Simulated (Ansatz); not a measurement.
Corundum Ga₂O₃ (metastable phase), treated with LDA (Ansatz, a quantum-chemistry and plane-wave program, PAW).

Settings: plane-wave cutoff 520 eV, 6×6×6 k mesh, scalar-relativistic PAW data made under PBE.

Cell (relaxed at this level):

```yaml
crystal:
  lattice:
    - [2.47500, 1.42894, 4.43525]
    - [-2.47500, 1.42894, 4.43525]
    - [0.00000, -2.85788, 4.43525]
  atoms:
    - { symbol: Ga, position: [0.14425, 0.14425, 0.14425] }
    - { symbol: Ga, position: [0.64425, 0.64425, 0.64425] }
    - { symbol: Ga, position: [0.85575, 0.85575, 0.85575] }
    - { symbol: Ga, position: [0.35575, 0.35575, 0.35575] }
    - { symbol: O, position: [0.25000, 0.94726, 0.55274] }
    - { symbol: O, position: [0.55274, 0.25000, 0.94726] }
    - { symbol: O, position: [0.75000, 0.05274, 0.44726] }
    - { symbol: O, position: [0.05274, 0.44726, 0.75000] }
    - { symbol: O, position: [0.44726, 0.75000, 0.05274] }
    - { symbol: O, position: [0.94726, 0.55274, 0.25000] }
```

Problem. What does this level give for the Voigt–Reuss–Hill shear modulus (Hill average), Voigt–Reuss–Hill bulk modulus, elastic constant C12, elastic constant C11, elastic constant C13, elastic constant C33, elastic constant C44 and elastic constant C66?

Solution. 
- Voigt–Reuss–Hill shear modulus (Hill average): 104 GPa
- Voigt–Reuss–Hill bulk modulus: 239 GPa
- elastic constant C12: 191 GPa
- elastic constant C11: 416 GPa
- elastic constant C13: 145 GPa
- elastic constant C33: 370 GPa
- elastic constant C44: 89.1 GPa
- elastic constant C66: 112 GPa

Elastic constants are with the ions relaxed.

The computed numbers hold no vibrational or temperature effects.

Cost on a shared machine: very roughly 11 core-minutes.
